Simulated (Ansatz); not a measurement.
# Migration barriers: Zn-vacancy pair in bcc W, neutral cell

System: Zn-vacancy pair (Zn on one host W site, one W site vacant) in bcc W (neutral cell). Level of theory: PBE, PAW (plane waves to 420 eV; Ansatz, a first-principles code).

Settings: 36 host sites, the relaxed PBE lattice, a 2×2×3 k-point mesh shifted by half a step, smearing 0.10 eV, spin-restricted, no image-charge correction. No zero-point or tunnelling terms. Spin-orbit coupling is left out. Forms of the defect that were not tried may lie lower.

Barriers: single points on a 3×3×5 k-point mesh shifted by half a step at the bands' geometries.

```json
[
 {"Route": "Zn and the vacancy change places (Zn-vacancy distance between ideal sites 2.76 Å throughout)", "Start site over the lowest site run (eV)": "0.00", "Hop (Å)": "2.28", "Forward barrier (eV)": "0.32", "Backward barrier (eV)": "0.32", "Neighbours at the start": "2 W at 2.72, W at 2.74, 3 W at 2.83, W at 2.99, 2 W at 3.02, W at 3.05, 2 W at 3.30, W at 3.33 Å", "Neighbours at the saddle": "4 W at 2.67, 2 W at 2.69, 6 W at 3.42 Å", "Saddle order": "not checked, on a symmetry element", "Forward, on the band's own sampling (eV)": "0.36"}
]
```

Paths come from climbing-image nudged elastic band runs.  A band can be held on a symmetry element, so unchecked saddle points there may be too high.

The whole set of runs took roughly 1.2 core-hours.
